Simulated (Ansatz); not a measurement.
Consider the reaction energy. Reaction: CoSi (P2₁3) + Si (diamond) → CoSi2 (Fm-3m). A negative value means that the right-hand side lies lower.

CoSi2 (Fm-3m), 3 atoms in the cell; spin state with PBE: no moments, k-point mesh 12×12×12 on the run's own vectors.
Space group Fm-3m (No. 225); a = b = c = 5.360 Å, α = β = γ = 90.00°

```
atom  site  symmetry       x       y       z
----  ----  --------  ------  ------  ------
Co      4a      m-3m  0.0000  0.0000  0.0000
Si      8c      -43m  0.2500  0.2500  0.2500
```
(The calculation used a cell of 3 atoms; values per cell refer to that cell.)

CoSi (P2₁3), 8 atoms in the cell; spin state with PBE: no moments, k-point mesh 8×8×8 on the run's own vectors.
```cif
data_Co4Si4
_chemical_formula_sum 'Co4 Si4'
_space_group_name_H-M_alt 'P213'
_space_group_IT_number 198
_space_group_name_Hall 'P 2ac 2ab 3'
_cell_length_a 4.43072
_cell_length_b 4.43072
_cell_length_c 4.43072
_cell_angle_alpha 90.000
_cell_angle_beta 90.000
_cell_angle_gamma 90.000
loop_
_atom_site_label
_atom_site_type_symbol
_atom_site_symmetry_multiplicity
_atom_site_Wyckoff_symbol
_atom_site_fract_x
_atom_site_fract_y
_atom_site_fract_z
_atom_site_occupancy
Co1 Co 4 a 0.14500 0.14500 0.14500 1
Si1 Si 4 a 0.84317 0.84317 0.84317 1
```

Si (diamond, Fd-3m), 2 atoms in the cell, k-point mesh 10×10×10 on the run's own vectors. Conventional cell: a = b = c = 5.4700 Å, α = β = γ = 90.00°.

All numbers come from Ansatz (a quantum-chemistry and plane-wave program), plane waves with PAW, its default PAW set, cutoff 420 eV, 500 eV for r2SCAN. The structures are at rest with PBE; other levels are single points on them. Neutral cells; Fermi-Dirac smearing of at most 0.05 eV in the solids, energies taken to zero width. The lattices are those relaxed with PBE, so at other levels the solids can be strained, which adds to the spread. A dispersion term (D3(BJ), or D4 for r2SCAN) was computed beside these levels and is taken off wherever the name lacks it. Static lattices, no vibrational contributions. The structures are the rest points that the relaxations reached, not proven lowest.

Question: Give the value at the level PBE.

Answer: -0.19 eV, for CoSi (P2₁3) + Si (diamond) → CoSi2 (Fm-3m).

Question: List the value at the remaining levels and say how far they part.

Answer: 
```json
[
 {"Functional": "r2SCAN", "value (eV)": "-0.25", "less PBE": "-0.06"}
]
```

The levels span 0.06 eV, from r2SCAN (-0.25) to PBE (-0.19).
